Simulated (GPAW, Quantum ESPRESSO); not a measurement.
A GPAW input for a self-consistent single point of MgNiF6 (R-3, 8 atoms in the cell) (DFT LDA (Perdew-Wang 92)+U, plane waves, GPAW PAW datasets LDA (gpaw-data 1.0.1)):

```python
from ase import Atoms
from ase.units import GPa
from gpaw import GPAW, PW, FermiDirac

atoms = Atoms(['Mg', 'Ni', 'F', 'F', 'F', 'F', 'F', 'F'],
              cell=[[2.401475, 1.386492, 4.357080],
                    [-2.401475, 1.386492, 4.357080],
                    [0.000000, -2.772984, 4.357080]],
              scaled_positions=[[0.500000, 0.500000, 0.500000],
                                [0.000000, 0.000000, 0.000000],
                                [0.372970, 0.769367, 0.094150],
                                [0.627030, 0.230633, 0.905850],
                                [0.094150, 0.372970, 0.769367],
                                [0.905850, 0.627030, 0.230633],
                                [0.769367, 0.094150, 0.372970],
                                [0.230633, 0.905850, 0.627030]],
              pbc=True)

calc = GPAW(mode=PW(900),
            xc='LDA',
            setups={'Ni': ':d,5.0'},
            kpts={'size': (6, 6, 6), 'gamma': True},
            occupations=FermiDirac(0.136),
            nbands=-8,
            convergence={'density': 1e-05, 'bands': -6},
            symmetry={'symmorphic': False, 'tolerance': 0.0005},
            maxiter=150)

atoms.calc = calc

energy = atoms.get_potential_energy()
print('Energy (eV):', round(energy, 6))
forces = atoms.get_forces()
print('Forces (eV/Ang):')
print(forces.round(5))
stress = atoms.get_stress()
print('Stress (GPa, Voigt):', (stress / GPa).round(4))
```

Task: Write the same calculation as an input for Quantum ESPRESSO.

Result: This is the input that was run; spellings and numerical settings could be chosen otherwise.

```fortran
&CONTROL
  calculation = 'scf'
  prefix = 'mgnif6'
  outdir = './out'
  pseudo_dir = './'
  verbosity = 'high'
  tprnfor = .true.
  tstress = .true.
/
&SYSTEM
  ibrav = 0
  nat = 8
  ntyp = 3
  ecutwfc = 50
  ecutrho = 400
  occupations = 'smearing'
  smearing = 'fd'
  degauss = 0.0099958
/
&ELECTRONS
  conv_thr = 1.0e-11
  mixing_beta = 0.5
/
ATOMIC_SPECIES
Mg    24.3050  mg_lda_v1.4.uspp.F.UPF
Ni    58.6934  ni_lda_v1.4.uspp.F.UPF
F     18.9984  f_lda_v1.4.uspp.F.UPF
CELL_PARAMETERS {angstrom}
   2.401474794     1.386492119     4.357080000
  -2.401474794     1.386492119     4.357080000
   0.000000000    -2.772984238     4.357080000
ATOMIC_POSITIONS {crystal}
Mg    0.500000000    0.500000000    0.500000000
Ni    0.000000000    0.000000000    0.000000000
F     0.372970000    0.769367000    0.094150000
F     0.627030000    0.230633000    0.905850000
F     0.094150000    0.372970000    0.769367000
F     0.905850000    0.627030000    0.230633000
F     0.769367000    0.094150000    0.372970000
F     0.230633000    0.905850000    0.627030000
K_POINTS {automatic}
6 6 6  0 0 0
HUBBARD {ortho-atomic}
U Ni-3d 5
```

Basis, cutoffs, solver keys and any potentials are the target program's own. This input uses DFT, LDA (PZ)+U, plane waves, GBRV 1.5 ultrasoft (LDA) pseudopotentials. LDA parametrisations can differ slightly between programs.

The starting cell comes from a database of computed structures (which also holds hypothetical and non-ambient phases and stackings), without a prior relaxation at this level.
